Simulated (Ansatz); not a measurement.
Consider W in the bcc (W type) structure (space group Im-3m, No. 229; a = 3.1353 Å; relaxed with 0.1 eV smearing). Axes: x, y, z lie along the cube axes.

Method: LDA in Ansatz (plane waves to 420 eV, PAW, scalar-relativistic without spin-orbit coupling).

Base values:

| Quantity | Value |
|---|---|
| Shortest interatomic distance | 2.715 Å |
| Band gap | zero |

One thing is altered: tensor shear ε_xy = +1.43 % (engineering shear γ = 0.0286); the atoms relax in the strained cell.

Q: What happens to the stress, energy relative to the base, shortest interatomic distance and band gap?

A: The stress (xx, yy, zz, yz, xz, xy; compression positive) amounts to (0.2, 0.2, 0.3, 0.0, 0.0, -4.3) GPa; the energy grows by 5.9 meV/atom; the shortest interatomic distance decreases by 0.026 Å (2.715 Å → 2.689 Å); the band gap stays zero.

Whether these cells are dynamically stable was not tested. All final runs are without spin polarisation.

Ansatz is a program for electronic structure.
